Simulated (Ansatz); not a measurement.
Troubleshooting Ansatz (a program for electronic structure): a failed run on NiOs3 (Pm-3n, 8 atoms in the cell). The aim is a self-consistent single point with DFT, PBE, plane waves, default PAW files.

Cell that was meant: a = 4.8852 Å, b = 4.8852 Å, c = 4.8852 Å, α = 90.00°, β = 90.00°, γ = 90.00°.

Part of the input:

Ansatz 0.2 input:
```yaml
magnetization:
  spin_polarized: true
scf:
  occupations: { type: methfessel_paxton, width: 0.2 eV }
output:
  forces: true
  eigenvalues: true
```

The program printed (abridged):

```
Error: YAML parse error: error: line 23 column 18: unknown field `type`, expected one of method, width, conduction_electrons, values, excite
  --> <input>:23:18
   |
21 |   spin_polarized: true
22 | scf:
23 |   occupations: { type: methfessel_paxton, width: 0.2 eV }
   |                  ^ unknown field `type`, expected one of method, width, conduction_electrons, values, excite
24 | output:
25 |   forces: true
   |
```

Task: Read the log: what does the program object to, and what is the fix?

Result: The program does not know the word type. To fix it, write method. The program stopped before any SCF iteration.

An input that runs soundly differs in these lines (not the only fix; some lines may just follow from the change or write a value another way):
```diff
-  occupations: { type: methfessel_paxton, width: 0.2 eV }
+  occupations: { method: methfessel_paxton, width: 0.2 eV }
```

With that input, the run converged in 19 iterations: free energy E − TS (on the zero of these files) -79982.0434 eV; Fermi level (on the code's own zero) 21.90 eV; pressure -13.49 GPa; size of the cell's spin moment 0.00 μB (DFT, PBE, plane waves, default PAW files).

On the sound input: the starting cell was generated: these elements placed on a structure prototype, without a prior relaxation; it need not be a known phase or ordering of this composition. The starting moments vanished: the run ended non-magnetic, which need not be the lowest state. The program warned that a starting moment was not kept. With a pressure of about -13 GPa the cell is away from its equilibrium volume at this level. Ansatz's pressure includes its estimate of the finite-basis (Pulay) stress.
